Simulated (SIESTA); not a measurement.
A self-consistent single point of CaTiS2 (P-3m1, 4 atoms in the cell) with SIESTA.

Level of theory: GGA PBEsol, numerical atomic orbitals TZP, PseudoDojo PBEsol standard norm-conserving potentials (rewritten from UPF to PSML) (SIESTA).

The change in words: lattice scaled by 0.98. Reference geometry:
```yaml
crystal:
  lattice:
    - [3.64514, 0.00000, 0.00000]
    - [-1.82257, 3.15678, 0.00000]
    - [0.00000, 0.00000, 6.54150]
  atoms:
    - { symbol: Ca, position: [0.00000, 0.00000, 0.50000] }
    - { symbol: Ti, position: [0.00000, 0.00000, 0.00000] }
    - { symbol: S, position: [0.33333, 0.66667, 0.78034] }
    - { symbol: S, position: [0.66667, 0.33333, 0.21966] }
```

Reference input (self-consistent single point, DFT, GGA PBEsol, numerical atomic orbitals TZP, PseudoDojo PBEsol standard norm-conserving potentials (rewritten from UPF to PSML)): XC.functional = GGA; XC.authors = PBEsol; potentials = PseudoDojo PBEsol standard; PAO.BasisSize = TZP; PAO.EnergyShift = 0.005 Ry; MeshCutoff = 300 Ry; kgrid.MonkhorstPack = 7 7 4; OccupationFunction = FD; ElectronicTemperature = 1160.45 K; MaxSCFIterations = 150; SCF.Mixer.Method = Pulay; SCF.Mixer.Weight = 0.2. This run's input differs from it in these lines:

```diff
@@ -13,5 +13,5 @@
 %block LatticeVectors
-     3.645140000    0.000000000    0.000000000
-    -1.822570000    3.156784000    0.000000000
-     0.000000000    0.000000000    6.541500000
+     3.572237000    0.000000000    0.000000000
+    -1.786119000    3.093648000    0.000000000
+     0.000000000    0.000000000    6.410670000
 %endblock LatticeVectors
@@ -19,6 +19,6 @@
 %block AtomicCoordinatesAndAtomicSpecies
-     0.000000000    0.000000000    6.180821722  1
+     0.000000000    0.000000000    6.057205288  1
      0.000000000    0.000000000    0.000000000  2
-    -0.000003444    3.976973452    9.646284845  3
-     3.444161587    1.988483743    2.715358599  3
+    -0.000004005    3.897433579    9.453359148  3
+     3.375277851    1.948713867    2.661051427  3
 %endblock AtomicCoordinatesAndAtomicSpecies
```

The program printed (abridged):

```
        iscf     Eharris(eV)        E_KS(eV)     FreeEng(eV)     dDmax    Ef(eV) dHmax(eV)
   scf:    1    -3247.633616    -3267.156335    -3267.212850  2.913872 -3.948351  4.734677
   scf:    2    -3268.604262    -3268.085752    -3268.146889  0.192678 -4.311195  2.606342
   scf:    3    -3268.395356    -3268.259338    -3268.321708  0.269961 -4.286274  1.467372
   scf:    4    -3268.343576    -3268.313311    -3268.377594  0.232524 -4.263746  0.424290
   scf:    5    -3268.321849    -3268.318696    -3268.384236  0.039033 -4.239719  0.072220
   scf:    6    -3268.318397    -3268.318602    -3268.384377  0.010022 -4.240574  0.020250
   scf:    7    -3268.318746    -3268.318683    -3268.384436  0.006425 -4.240437  0.005689
   scf:    8    -3268.318707    -3268.318697    -3268.384446  0.003613 -4.238960  0.000498
   scf:    9    -3268.318692    -3268.318695    -3268.384446  0.000210 -4.238877  0.000210
   scf:   10    -3268.318694    -3268.318694    -3268.384446  0.000015 -4.238853  0.000114
SCF Convergence by DM+H criterion
max |DM_out - DM_in|         :     0.0000151228
max |H_out - H_in|      (eV) :     0.0001141559
SCF cycle converged after 10 iterations

Using DM_out to compute the final energy and forces

siesta: E_KS(eV) =            -3268.3187

siesta: E_KS - E_eggbox =     -3268.3187

siesta: Atomic forces (eV/Ang):
     1   -0.000000    0.000000    0.000000
     2    0.000000    0.000000   -0.000000
     3   -0.000003    0.000001    0.528402
     4    0.000003   -0.000001   -0.528402
   Tot    0.000000    0.000000    0.000000
   Max    0.528402
   Res    0.215719    sqrt( Sum f_i^2 / 3N )
   Max    0.528402    constrained

Stress tensor Voigt[x,y,z,yz,xz,xy] (kbar):      -78.33      -78.30     -113.37        0.00       -0.00        0.02
(Free)E + p*V (eV/cell)    -3264.4048
   [... lines left out ...]
siesta: FreeEng =     -3268.384446
siesta: Cell volume =         70.845877 Ang**3
siesta:          89.99988542         75.68264517  kBar
   [... lines left out ...]
   4  6.647   1.399   0.014   0.237   1.687   1.699   1.687  -0.403  -0.493
             -0.403   0.306   0.410   0.306   0.044   0.025   0.064   0.025

              0.044

mulliken: Qtot =       34.000

Mulliken Atomic Populations:
Atom #   charge [q] valence [e]  Species
     1     0.775823    9.224177  Ca
     2     0.519005   11.480995  Ti
     3    -0.647414    6.647414  S
     4    -0.647414    6.647414  S
 Total    -0.000000
```

The run converged in 10 iterations. Against the reference run the free energy rises by 37.1 meV/atom, the pressure goes from 2.19 to 9.00 GPa and the largest force goes from 0.541 to 0.528 eV/Å.

The starting cell comes from a database of computed structures (which also holds hypothetical and non-ambient phases and stackings), without a prior relaxation at this level. For this run, on top of that: lattice scaled by 0.98. Spin polarisation is off, so a magnetic state, if there is one, cannot be reached. Values carry the incompleteness of an atom-centred basis. With a pressure of about 9 GPa the cell is away from its equilibrium volume at this level.
